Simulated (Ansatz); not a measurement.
Results of PBEsol (PAW; Ansatz, a quantum-chemistry and plane-wave program) for IrPdN2 (model structure, started from the PtCoO2 type, R-3m, No. 166, 4 atoms in the cell).

Numerical settings: plane-wave cutoff 520 eV, 22×22×22 k mesh, Fermi–Dirac smearing 0.05 eV, no spin polarisation, scalar-relativistic PAW data made under PBE.

Cell (relaxed at this level):

Space group R-3m, hexagonal axes (No. 166); a = b = 3.0088 Å, c = 18.0938 Å, α = β = 90.00°, γ = 120.00°

```json
[
 {"atom": "Ir", "site": "3b", "symmetry": "-3m", "x": "0.0000", "y": "0.0000", "z": "0.5000"},
 {"atom": "Pd", "site": "3a", "symmetry": "-3m", "x": "0.0000", "y": "0.0000", "z": "0.0000"},
 {"atom": "N", "site": "6c", "symmetry": "3m", "x": "0.0000", "y": "0.0000", "z": "0.1086"}
]
```
(The calculation used a cell of 4 atoms; values per cell refer to that cell.)

Problem. Predict the bulk modulus.

Solution. 
- bulk modulus: 213 GPa

Note: the run has no spin polarisation, so it can have missed a magnetic state; the bulk modulus is −V dP/dV from two relaxed cells at ±2 % in volume; the relaxation could raise the start's symmetry but not lower it, so the cell can be a saddle point.

Spin–orbit coupling is not included; it can open a gap where bands touch, and shift volumes and moduli.

The computed numbers hold no vibrational or temperature effects.

A model structure was made by putting elements into a prototype or built by hand; it is no filed structure, need not be a known phase, and can be a saddle point held by its symmetry.
